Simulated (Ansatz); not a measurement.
Take Mo in the bcc (W type) structure (space group Im-3m, No. 229; a = 3.1115 Å; relaxed with 0.1 eV smearing) as the base. Axes: x, y, z lie along the cube axes.

The values are results of Kohn–Sham DFT with the LDA functional, run in Ansatz (an electronic-structure program) with PAW and 420 eV plane waves, scalar-relativistic without spin-orbit coupling, not measurements.

Base values:

The shortest interatomic distance comes out as 2.695 Å.

One thing is altered: compressive biaxial strain of 1.67 % in the plane normal to [111], as in epitaxy on a mismatched substrate; the out-of-plane cell vector and the atoms relax.

### Question
Estimate the effect on the energy relative to the base and shortest interatomic distance.

### Answer
The energy goes up by 12 meV/atom; the shortest interatomic distance shrinks by 0.0345 Å (2.695 Å → 2.660 Å).

Stability against distortions was not tested. The final runs are not spin-polarised.
